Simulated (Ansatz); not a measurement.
Consider Cu$_{2}$O (space group Pn-3m, No. 224).

```
Cu2O
1.0
    4.22208     0.00000     0.00000
    0.00000     4.22208     0.00000
    0.00000     0.00000     4.22208
Cu O
4 2
Direct
  0.75000   0.75000   0.75000
  0.75000   0.25000   0.25000
  0.25000   0.75000   0.25000
  0.25000   0.25000   0.75000
  0.00000   0.00000   0.00000
  0.50000   0.50000   0.50000
```

Method: PBEsol (Ansatz, an electronic-structure program, PAW, without spin-orbit coupling), earlier PAW set.

One change was made to it. Results:

| quantity | base | after |
|---|---|---|
| band gap | 0.56 eV | zero |
| shortest interatomic distance | 3.455 bohr | 3.540 bohr |

Q: Name the change that was made.
(A) O → N
(B) Cu → V
(C) Cu → Al

A: C, Cu → Al. For comparison, the shortest interatomic distance in the other runs: O → N gives 3.418 bohr; Cu → V gives 3.459 bohr.

No phonon test of stability was made. As relaxed here, Al2O, Cu2N and V2O are hypothetical phases, not in the database extracts checked. Starting moments died away, wholly or in part, for Cu → V; another magnetic solution may exist. No Hubbard U is applied, and correlation can decide whether such a compound is a metal. All final runs are without spin polarisation. Cu2N has a high density of states at the Fermi level and may be magnetic at this level.
